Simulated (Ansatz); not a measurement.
Levels about the gap of amorphous Bi8In16O36 (60 atoms in a cell of 931 Å³, 7.29 g/cm³; zone centre alone, so wide bands show as single levels with stretches between that a denser mesh fills), at the geometry that PBE relaxed, where it gives 0.0 GPa on a denser mesh. The participation number counts the atoms over which a state spreads; weights are charges in smoothed Voronoi cells. The levels come from a single point, so bond lengths are those of that geometry. Method of the levels: PBE, scalar-relativistic without spin-orbit coupling (Ansatz, a program for electronic structure). Sampling: the zone centre alone; Fermi-Dirac width 0.02 eV; no spin polarisation.

The cell was made by melting and quenching with the CHGNet potential and then relaxed with DFT. O atoms were pushed apart under 1.9 Å during the dynamics, to hinder bonds among them. The hot cell started wider than the set density and was brought back towards it in steps. It is the lowest in DFT energy of 2 quenches. It is a model cell: composition and starting density were chosen by hand, and all elements were melted together. No dispersion term was used. Its density started from a set value of 7.61 and ended at 7.29 g/cm³. The simulated quench (nominally 230 K/ps over its main leg) is rapid and tends to freeze in more defects than a deposited or slowly cooled glass has. A cell of this size samples the disorder only roughly. The volume was free in the relaxation, at fixed shape. Stress components on the final sampling reach 1.1 GPa.

```
E - E(highest filled), eV  filling  participation number        largest on  weight O  weight Bi  weight In
-------------------------  -------  --------------------  ----------------  --------  ---------  ---------
-0.48                       filled                  16.2   O, 3 neighbours      0.86       0.10       0.04
-0.33                       filled                  22.2   O, 3 neighbours      0.84       0.12       0.04
-0.29                       filled                   4.3   O, 3 neighbours      0.94       0.03       0.03
-0.19                       filled                  18.8   O, 3 neighbours      0.82       0.14       0.03
-0.11                       filled                  21.2   O, 3 neighbours      0.82       0.15       0.03
-0.07                       filled                  15.2   O, 4 neighbours      0.82       0.15       0.03
0.00                        filled                  16.0   O, 4 neighbours      0.83       0.15       0.02
2.09                         empty                  48.7  In, 4 neighbours      0.58       0.12       0.30
2.67                         empty                  25.0  Bi, 4 neighbours      0.55       0.28       0.17
2.84                         empty                  25.6  Bi, 4 neighbours      0.52       0.32       0.16
2.97                         empty                  35.6  In, 4 neighbours      0.57       0.19       0.24
3.07                         empty                  32.1  Bi, 4 neighbours      0.53       0.31       0.16
3.20                         empty                  33.4  Bi, 4 neighbours      0.55       0.25       0.20
3.30                         empty                  27.9  Bi, 6 neighbours      0.58       0.19       0.23
```

Most localised among these is the filled level at -0.29 eV, on a O atom, which has 3 neighbours (In 2.05 Å, In 2.12 Å, In 2.27 Å).
